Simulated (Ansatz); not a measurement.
## Response to strain in AlN

The parent structure is AlN in the wurtzite structure (space group P6_3mc, No. 186; a = 3.1138 Å, c = 4.9833 Å). Axes: x lies along a and z along c of the hexagonal cell.

Strains are applied to the cell and any free atomic positions relax.

The values are results of PBEsol, PAW, 420 eV (Ansatz, an electronic-structure program; spin-orbit coupling left out), not measurements.

Notes on the quantities. energy relative to the base: free energy F; pressure: mean of the normal stresses, compression positive.

| change | band gap | energy relative to the base | shortest interatomic distance | pressure |
|---|---|---|---|---|
| base | 4.09 eV | 0 meV/atom | 3.574 bohr | 0.1 kbar |
| tensor shear ε_xz = +1.67 % | (withheld) | (withheld) | (withheld) | 0.2 kbar |
| tensor shear ε_xz = +1.33 % | 4.06 eV | +2.6 meV/atom | 3.565 bohr | 0.2 kbar |
| tensor shear ε_xz = +0.67 % | 4.09 eV | +0.6 meV/atom | 3.570 bohr | 0.1 kbar |
| tensor shear ε_xz = +0.33 % | 4.09 eV | +0.2 meV/atom | 3.572 bohr | 0.1 kbar |
| tensor shear ε_xz = +2.00 % | 4.02 eV | +5.8 meV/atom | 3.562 bohr | 0.3 kbar |
| tensor shear ε_xz = +1.00 % | 4.07 eV | +1.4 meV/atom | 3.568 bohr | 0.1 kbar |

### Question
Some entries are withheld; estimate them.

### Answer

- tensor shear ε_xz = +1.67 %, band gap: 4.04 eV
- tensor shear ε_xz = +1.67 %, energy relative to the base: +4.0 meV/atom
- tensor shear ε_xz = +1.67 %, shortest interatomic distance: 3.563 bohr

Whether these cells are dynamically stable was not tested.
